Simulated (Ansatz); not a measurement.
# AlN under a change: uniaxial strain ε_yy = +2.37 %

Consider AlN in the wurtzite structure (space group P6_3mc, No. 186; a = 3.107 Å, c = 4.978 Å). Axes: x lies along a and z along c of the hexagonal cell.

It is then changed as follows: the cell is stretched by 2.37 % along y with no lateral relaxation; the atoms relax in the strained cell.

Level of theory: Kohn–Sham DFT with the r2SCAN functional, run in Ansatz (a program for electronic structure) with PAW and 500 eV plane waves, no spin-orbit coupling. Γ-centred 12×12×7 mesh, Fermi–Dirac width 0.05 eV.

The volume per atom goes up by 0.25 Å³ (10.40 Å³ → 10.65 Å³) and the energy increases by 7.3 meV/atom. The pressure (mean of the normal stresses, compression positive) drops by 48.84 kbar to -48.8 kbar and the band gap decreases by 0.28 eV to 4.60 eV. The gap character is still direct at Γ and the electron mass is 0.30 mₑ along x, 0.29 mₑ along y, 0.29 mₑ along z (at Γ). The valence-band top at Γ (three highest levels, from the VBM) goes from 0.00, -0.22, -0.22 eV to 0.00, -0.23, -0.38 eV and the largest internal atomic displacement is 0.012 Å. The stress (xx, yy, zz, yz, xz, xy; compression positive) amounts to (-2.91, -9.34, -2.39, 0.00, 0.00, 0.00) GPa.

Final structure:

```xyz
4
Lattice="3.1067 0.0000 0.0000 -1.5534 2.7542 0.0000 0.0000 0.0000 4.9785" Properties=species:S:1:pos:R:3 pbc="T T T"
Al     0.0000     1.8394     4.9569
Al     1.5534     0.9148     2.4676
N      0.0000     1.8473     1.8875
N      1.5534     0.9069     4.3768
```

Effective masses come from finite differences of ±0.01 Å⁻¹. No phonon test of stability was made. k-point labels follow each cell's own Brillouin zone.
